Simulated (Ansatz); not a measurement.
Convergence study of the k-point mesh for Pb (Fm-3m, 1 atom in the cell)

```xyz
1
Lattice="0.0000 2.4676 2.4676 2.4676 0.0000 2.4676 2.4676 2.4676 0.0000" Properties=species:S:1:pos:R:3 pbc="T T T"
Pb     0.0000     0.0000     0.0000
```

Method of the run: PBE (plane waves, PAW; Ansatz, an electronic-structure program).

Base settings: basis.ecutwfc = 420 eV; kpoints.mp_grid.grid = 12 12 12; hamiltonian.xc = pbe; hamiltonian.pseudopotentials = {kind: paw} (the program's default PAW files); scf.occupations.method = gaussian; scf.occupations.width = 0.1 eV.

The second cell is the first with its lattice scaled by 0.98.

Only quantities that move along the ladder and can be compared are tabulated.

The count of work is k-points × plane waves × bands × iterations; it is no time. 

The starting cell has typed, rounded lattice constants, without a prior relaxation at this level. Its lattice was rescaled by up to half a per cent. In the base run, with a pressure of about 3 GPa the cell is away from its equilibrium volume at this level. Ansatz's pressure includes its estimate of the finite-basis (Pulay) stress.

Steps (kpoints.mp_grid.grid): 2 2 2; 3 3 3; 4 4 4; 5 5 5; 6 6 6; 7 7 7; 8 8 8; 9 9 9; 10 10 10; 11 11 11; 12 12 12; 13 13 13; 15 15 15; 16 16 16; 18 18 18; 22 22 22; 25 25 25; 28 28 28; 31 31 31; 34 34 34; 38 38 38.

Q: What is the coarsest kpoints.mp_grid.grid that holds the free energy within 0.5 meV/atom of the last step, with all finer ones?

A: 22 22 22, at 0.23 of the last step's count of work; the step before is off by 3.7 meV/atom.

Q: What is the coarsest kpoints.mp_grid.grid that holds the pressure within 1 GPa of the last step, with all finer ones?

A: 4 4 4, at 0.0065 of the last step's count of work; the step before is off by 1.3 GPa.

Q: What is the coarsest kpoints.mp_grid.grid that holds the energy of the compressed cell less the first within 1 meV/atom of the last step, with all finer ones?

A: 13 13 13, at 0.058 of the last step's count of work; the step before is off by 2.0 meV/atom.

| kpoints.mp_grid.grid | free energy less the last step's (meV/atom) | energy of the compressed cell less the first (meV/atom) | pressure (GPa) | count of work / last |
|---|---|---|---|---|
| 2 2 2 | -1711.00 | -51.91 | -6.11 | 0.0021 |
| 3 3 3 | 267.01 | 31.15 | 1.63 | 0.0028 |
| 4 4 4 | 163.62 | 44.66 | 2.33 | 0.0065 |
| 5 5 5 | 31.29 | 45.79 | 2.38 | 0.0069 |
| 6 6 6 | 102.76 | 62.47 | 3.79 | 0.011 |
| 7 7 7 | -8.70 | 57.59 | 3.39 | 0.014 |
| 8 8 8 | -13.18 | 54.26 | 3.12 | 0.020 |
| 9 9 9 | -16.46 | 50.12 | 2.74 | 0.024 |
| 10 10 10 | 1.20 | 48.10 | 2.61 | 0.033 |
| 11 11 11 | -3.31 | 48.87 | 2.72 | 0.039 |
| 12 12 12 | 14.50 | 53.19 | 3.15 | 0.050 |
| 13 13 13 | 2.42 | 50.57 | 2.87 | 0.058 |
| 15 15 15 | -1.03 | 50.39 | 2.84 | 0.083 |
| 16 16 16 | -1.68 | 50.70 | 2.80 | 0.10 |
| 18 18 18 | 3.68 | 50.52 | 2.85 | 0.14 |
| 22 22 22 | 0.32 | 51.06 | 2.89 | 0.23 |
| 25 25 25 | 0.24 | 50.79 | 2.87 | 0.32 |
| 28 28 28 | -0.15 | 50.97 | 2.87 | 0.43 |
| 31 31 31 | 0.09 | 51.27 | 2.90 | 0.57 |
| 34 34 34 | 0.12 | 51.03 | 2.89 | 0.74 |
| 38 38 38 | 0.00 | 51.19 | 2.89 | 1.0 |

The energy difference between the two cells stays within 1 meV/atom of the last step's from 13 13 13 on, the total only from 22 22 22 on: much of the error is common to both cells and cancels.

Keys are those of Ansatz 0.2.
